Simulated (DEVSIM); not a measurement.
Device: Cr/Si3N4/p-Ge capacitor, at 300 K.

```tsv
layer (left to right)	material	thickness (nm)	Na (cm⁻³)
1	Si3N4	3.90	-
2	Ge	6300	9e14
```

Metal gate on the left, work function 4.5 eV. Fixed charge at the semiconductor interface 0 cm⁻² (in units of +e); no interface traps.

Constants are typed, rounded textbook-type inputs, not results; the design itself was drawn at random and stands for no fabricated device. Values at 300 K.

| parameter | Si3N4 | Ge |
|---|---|---|
| gap (eV) | 5.1 | 0.664 |
| affinity (eV) | 2.1 | 4 |
| permittivity | 7.5 | 16 |
| Nc (cm⁻³) | - | 1.04e19 |
| Nv (cm⁻³) | - | 6e18 |

Model (solved in DEVSIM): 1D Poisson equation in equilibrium, Boltzmann statistics, complete ionisation; no quantum confinement or tunnelling. Metal contacts follow the ideal Schottky-Mott rule: no Fermi-level pinning, no interface dipoles.

Question: Give the band bending (positive: bands bend down) and minority sheet density.

Answer: 
```json
[
 {"Vg (V)": "-0.3", "ψs (V)": "-0.222", "minority carriers (cm⁻²)": "2.9e8"},
 {"Vg (V)": "-0.15", "ψs (V)": "-0.166", "minority carriers (cm⁻²)": "2.9e8"},
 {"Vg (V)": "0", "ψs (V)": "-0.059", "minority carriers (cm⁻²)": "3.0e8"},
 {"Vg (V)": "0.15", "ψs (V)": "0.084", "minority carriers (cm⁻²)": "4.1e8"},
 {"Vg (V)": "0.3", "ψs (V)": "0.230", "minority carriers (cm⁻²)": "1.4e10"},
 {"Vg (V)": "0.45", "ψs (V)": "0.348", "minority carriers (cm⁻²)": "3.4e11"},
 {"Vg (V)": "0.6", "ψs (V)": "0.411", "minority carriers (cm⁻²)": "1.3e12"}
]
```
